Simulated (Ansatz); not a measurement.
The reference is WS2 in the 2H-MoS2 type structure (space group P6_3/mmc, No. 194; a = 3.1149 Å, c = 11.7733 Å; layered, stacked along the Cartesian z axis). Axes: x lies along a and z along c of the hexagonal cell.

Modification: the symmetric strain tensor [-0.0123 0.0103 -0.0078; 0.0103 -0.0021 0.0041; -0.0078 0.0041 0.0067], atoms relaxed at fixed cell.

Levels (all Ansatz, an electronic-structure program, PAW, earlier PAW set): PBEsol-D3(BJ) (420 eV, no SOC); r2SCAN (500 eV, no spin-orbit coupling); HSE06 (420 eV, no spin-orbit coupling); PBEsol+SOC (420 eV, spin-orbit coupling included).

One geometry, relaxed with PBEsol-D3(BJ), under each level:

The valence-band top lists the three highest levels at Γ (Kramers pairs under SOC), from the VBM.

```tsv
level	band gap	lowest conduction level above the VBM at special points	valence-band top at Γ
PBEsol-D3(BJ)	0.69 eV	Γ 2.18 eV; Y 2.22 eV; U 2.43 eV; X 2.45 eV	0.00, -1.30, -1.65 eV
r2SCAN	0.85 eV	Γ 2.29 eV; Y 2.35 eV; U 2.63 eV; X 2.59 eV	–
HSE06	1.24 eV	Γ 2.80 eV; Y 2.88 eV; U 3.16 eV	–
PBEsol+SOC	0.65 eV	Γ 2.11 eV; Y 2.17 eV; U 2.32 eV; X 2.33 eV	0.00, -1.34, -1.60 eV
```

Single points use the geometry relaxed with PBEsol-D3(BJ). HSE06 gaps are upper bounds (no full band path). The spin-orbit shifts are approximate. Spin-orbit coupling, missing from the scalar runs, can matter with W. Whether these cells are dynamically stable was not tested. k-point labels follow each cell's own Brillouin zone.
